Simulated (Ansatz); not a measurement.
# How far to go with the plane-wave cutoff: ZnNi (P4mm, 2 atoms in the cell)

```
CELL_PARAMETERS angstrom
      2.88046     0.00000     0.00000
      0.00000     2.88046     0.00000
      0.00000     0.00000     2.88046
ATOMIC_POSITIONS crystal
  Zn 0.50000 0.50000 0.51736
  Ni 0.00000 0.00000 0.00000
```

Level of theory: PBEsol, default PAW files made with PBE (plane waves; Ansatz, an electronic-structure program).

Base settings: basis.ecutwfc = 30.9 Ry; kpoints.mp_grid.grid = 11 11 11; hamiltonian.xc = pbesol; hamiltonian.pseudopotentials = {kind: paw} (the program's default PAW files); scf.occupations.method = gaussian; scf.occupations.width = 0.0073 Ry.

The second cell is the first with its lattice scaled by 0.98.

The mesh stays at the base's, so the ladder's end is converged at best in this setting alone.

The first pressure column holds Ansatz's estimate of the finite-basis (Pulay) stress, which hides part of the cutoff error; the other is without it.

Only quantities that move along the ladder and can be compared are tabulated.

The count of work is k-points × plane waves × bands × iterations; it is no time. 

The starting cell comes from a database of computed structures (which also holds hypothetical and non-ambient phases and stackings), without a prior relaxation at this level. Its lattice was rescaled by up to half a per cent. One atom was moved a little off its site on purpose. Spin polarisation is off. In the base run, with a pressure of about -6 GPa the cell is away from its equilibrium volume at this level.

```tsv
basis.ecutwfc	free energy less the last step's (meV/atom)	energy of the compressed cell less the first (meV/atom)	pressure (GPa)	pressure without the Pulay estimate (GPa)	largest difference of a force vector from the last step's (eV/Å)	count of work / last
10.7 Ry	71562.08	310.46	49.35	-3305.92	0.602	0.11
12.5 Ry	29759.52	323.00	-27.45	-1557.00	1.296	0.081
14 Ry	14956.66	-65.65	1.89	-878.86	0.284	0.096
15.4 Ry	7715.94	29.53	-2.62	-508.00	0.101	0.098
16.9 Ry	3738.98	20.54	-4.46	-282.31	0.104	0.10
18.4 Ry	1756.05	-1.03	-5.78	-154.86	0.065	0.100
21.7 Ry	278.05	-0.45	-3.47	-37.90	0.033	0.15
24.6 Ry	35.06	-2.66	-5.39	-11.36	0.010	0.17
27.9 Ry	4.68	-6.25	-6.12	-6.53	0.002	0.19
30.9 Ry	2.49	-6.41	-6.16	-6.27	0.000	0.23
33.8 Ry	1.44	-6.47	-6.17	-6.26	0.000	0.25
37.1 Ry	0.80	-6.52	-6.18	-6.22	0.000	0.30
41.5 Ry	0.56	-6.54	-6.19	-6.20	0.000	0.36
46.3 Ry	0.35	-6.56	-6.19	-6.21	0.000	0.42
54 Ry	0.12	-6.57	-6.19	-6.20	0.000	0.60
61.7 Ry	0.07	-6.58	-6.20	-6.20	0.000	0.78
74.2 Ry	0.00	-6.58	-6.20	-6.20	0.000	1.0
```

Coarsest basis.ecutwfc that holds the forces within 0.02 eV/Å of the last step, with all finer ones: 24.6 Ry, at 0.17 of the last step's count of work; the step before is off by 0.033 eV/Å.

Coarsest basis.ecutwfc that holds the pressure without the Pulay estimate within 0.1 GPa of the last step, with all finer ones: 30.9 Ry, at 0.23 of the last step's count of work; the step before is off by 0.34 GPa.

Coarsest basis.ecutwfc that holds the free energy within 1 meV/atom of the last step, with all finer ones: 37.1 Ry, at 0.30 of the last step's count of work; the step before is off by 1.4 meV/atom.

The energy difference between the two cells stays within 1 meV/atom of the last step's from 27.9 Ry on, the total only from 37.1 Ry on: much of the error is common to both cells and cancels.

At the lowest cutoff the pressure without the Pulay estimate lies 3300 GPa under the last step's, the usual sign of Pulay stress in an incomplete plane-wave basis.

Keys are those of Ansatz 0.2.
